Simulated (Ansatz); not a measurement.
Results of HSE06 (Ansatz, a first-principles code, PAW) for In2Se3 (P6₁, No. 169, 30 atoms in the cell; start mp-612740).

Numerical settings: plane-wave cutoff 460 eV, 3×3×1 k mesh (along the axes of the cell as run), Fermi–Dirac smearing 0.01 eV, scalar-relativistic PAW data made under PBE.

Cell (relaxed with PBEsol):

```yaml
crystal:
  lattice:
    - [7.14924, 0.00000, 0.00000]
    - [-3.57462, 6.19142, 0.00000]
    - [0.00000, 0.00000, 19.40759]
  atoms:
    - { symbol: In, position: [0.33069, 0.98322, 0.99988] }
    - { symbol: In, position: [0.34746, 0.33069, 0.16655] }
    - { symbol: In, position: [0.01678, 0.34746, 0.33322] }
    - { symbol: In, position: [0.66931, 0.01678, 0.49988] }
    - { symbol: In, position: [0.65254, 0.66931, 0.66655] }
    - { symbol: In, position: [0.98322, 0.65254, 0.83322] }
    - { symbol: In, position: [0.00672, 0.69907, 0.47220] }
    - { symbol: In, position: [0.30765, 0.00672, 0.63887] }
    - { symbol: In, position: [0.30093, 0.30765, 0.80553] }
    - { symbol: In, position: [0.99328, 0.30093, 0.97220] }
    - { symbol: In, position: [0.69235, 0.99328, 0.13887] }
    - { symbol: In, position: [0.69907, 0.69235, 0.30553] }
    - { symbol: Se, position: [0.69608, 0.04347, 0.63554] }
    - { symbol: Se, position: [0.65262, 0.69608, 0.80220] }
    - { symbol: Se, position: [0.95653, 0.65262, 0.96887] }
    - { symbol: Se, position: [0.30392, 0.95653, 0.13554] }
    - { symbol: Se, position: [0.34738, 0.30392, 0.30220] }
    - { symbol: Se, position: [0.04347, 0.34738, 0.46887] }
    - { symbol: Se, position: [0.62769, 0.66189, 0.45286] }
    - { symbol: Se, position: [0.96581, 0.62769, 0.61953] }
    - { symbol: Se, position: [0.33811, 0.96581, 0.78620] }
    - { symbol: Se, position: [0.37231, 0.33811, 0.95286] }
    - { symbol: Se, position: [0.03419, 0.37231, 0.11953] }
    - { symbol: Se, position: [0.66189, 0.03419, 0.28620] }
    - { symbol: Se, position: [0.92131, 0.26438, 0.82744] }
    - { symbol: Se, position: [0.65693, 0.92131, 0.99410] }
    - { symbol: Se, position: [0.73562, 0.65693, 0.16077] }
    - { symbol: Se, position: [0.07869, 0.73562, 0.32744] }
    - { symbol: Se, position: [0.34307, 0.07869, 0.49410] }
    - { symbol: Se, position: [0.26438, 0.34307, 0.66077] }
```

### Question
Give the computed band gap.

### Answer

- band gap = 1.94 eV (on the SCF k mesh)

Note: cell and atoms aren't relaxed at this level (largest force component 0.18 eV/Å, pressure 0.7 GPa).

Spin–orbit coupling is not included.

Computed values are for the static lattice.

Computing time: very roughly 60 core-minutes.

A start named mp-… is a Materials Project structure, which need not be a measured phase.
